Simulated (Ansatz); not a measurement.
The starting structures come from a database of crystals and need not be the phases stable at ambient conditions.

By PBEsol, the system below comes out a metal.

Without scattering a metal conducts by its projected Fermi surface.

```yaml
crystal:
  lattice:
    - [3.25407, 0.00000, 0.00000]
    - [0.00000, 3.25407, 0.00000]
    - [1.62704, -1.62704, 2.25586]
  atoms:
    - { symbol: Hf, position: [0.00000, 0.00000, 0.00000] }
    - { symbol: N, position: [0.50000, 0.50000, 0.00000] }
```

Space group of this cell: I4/mmm. The cell is strained (lengths across the current scaled by 1.02, ions clamped); by PBEsol its mean pressure is -11.7 GPa.

The current flows along the normal of the first two printed cell vectors, the (001) (indices of the unstrained crystal) plane of the conventional cell. No spin-orbit coupling; the value is a mean over 0.1 eV about the Fermi level.

Q: Estimate the ballistic conductance per area that PBEsol (Ansatz, a first-principles code) returns for this system.

A: 1.1 × 10¹⁵ S/m² for both spins.
